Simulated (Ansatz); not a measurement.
Cost and result by functional for the surface energy of the (310) surface of bcc V in its 1x1 cell, outermost plane spacing 0.95 Å in the ideal cut, in Ansatz (plane waves, PAW). Single points on the PBE structure, on one kind of machine; costs are rough ratios of the slab run's core time (references not counted) to the cheapest single point. r2SCAN's cost holds its higher cutoff (500 against 420 eV). Differences are taken against r2SCAN for comparison alone: no measured value is at hand, so the table doesn't rank accuracy.

Model: 12-atom slab, 10.4 Å thick at the start (thin: gaps and levels are the slab's own), 13x8x1 mesh, Fermi-Dirac 0.1 eV, dipole correction, all atoms relaxed; held to the part of the start's symmetry that mesh and held atoms allow; no spin, no spin-orbit, no U. These notes are the PBE run's.

```tsv
functional	relative cost	surface energy (J/m²)	less r2SCAN (J/m²)
LDA	1	2.87	0.19
PBEsol	1	2.76	0.08
RPBE	1	2.30	-0.38
r2SCAN	2	2.68	0.00
PBE (the relaxed run's value)	–	2.49	-0.19
```

The values span 0.57 J/m², while the single points' costs differ by a factor of roughly 2. Differences are of unrounded values.

Ansatz is an electronic-structure program.
